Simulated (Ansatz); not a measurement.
Consider BaTiO3 (space group R3m, No. 160; a = 5.6353 Å, c = 6.9259 Å (hexagonal axes)).

It is then changed as follows: a hydrostatic pressure of 3 GPa.

Levels (all Ansatz, a program for electronic structure, PAW, earlier PAW set): PBEsol (420 eV, scalar-relativistic without spin-orbit coupling); HSE06 (420 eV, no spin-orbit coupling); PBEsol+SOC (420 eV, noncollinear with spin-orbit coupling).

One geometry, relaxed with PBEsol, under each level:

| level | band gap | lowest conduction level above the VBM at special points | electron mass | pressure |
|---|---|---|---|---|
| PBEsol | 2.17 eV | Γ 2.17 eV; L 2.33 eV; S₀ 3.91 eV | – | 3.00 GPa |
| HSE06 | … | … | – | – |
| PBEsol+SOC | 2.16 eV | Γ 2.16 eV; L 2.33 eV; S₀ 3.90 eV; S₂ 3.90 eV | 0.67 mₑ along c, 0.87 mₑ across (at Γ) | 3.00 GPa |

Question: Give the withheld HSE06 results.

Answer: 
- HSE06, band gap: 3.66 eV
- HSE06, lowest conduction level above the VBM at special points: Γ 3.66 eV; L 3.83 eV; S₀ 5.54 eV

Single points use the geometry relaxed with PBEsol. The hybrid gap comes from the SCF mesh plus the semilocal run's edge points and a few special points and is an upper bound. Differences between runs with and without spin-orbit coupling are approximate. Load acts through the strain it causes; cell and atoms are relaxed under it. Masses are band curvatures over ±0.01 Å⁻¹ around the edge. Whether these cells are dynamically stable was not tested. The runs without spin-orbit coupling are not spin-polarised. This is not the structure that BaTiO3 has at room temperature and ambient pressure.
